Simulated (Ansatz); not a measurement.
# Hf3N4: pressure series

The parent structure is Hf$_{3}$N$_{4}$ (space group R-3m, No. 166; a = 3.385 Å, c = 24.946 Å (hexagonal axes); a cell from a computed database, its experimental status unchecked).

Cell and atoms are relaxed at each pressure.

Levels (all Ansatz, a quantum-chemistry and plane-wave program, PAW): PBEsol (420 eV, no spin-orbit coupling); HSE06 (420 eV, spin-orbit coupling left out).

Band gaps by level, all at the geometries relaxed with PBEsol:

```
case               PBEsol    HSE06
----------------  -------  -------
base              0.98 eV  1.91 eV
pressure 0.3 GPa  0.98 eV  1.90 eV
pressure 0.7 GPa  0.98 eV  1.90 eV
pressure 1.5 GPa  0.97 eV  1.89 eV
```

Single points use the geometry relaxed with PBEsol. HSE06 was sampled on its mesh, a few special points and the semilocal edge points, so its gap is an upper bound. Spin-orbit coupling, missing from the scalar runs, can matter with Hf. Load acts through the strain it causes; cell and atoms are relaxed under it. Stability against distortions was not tested.
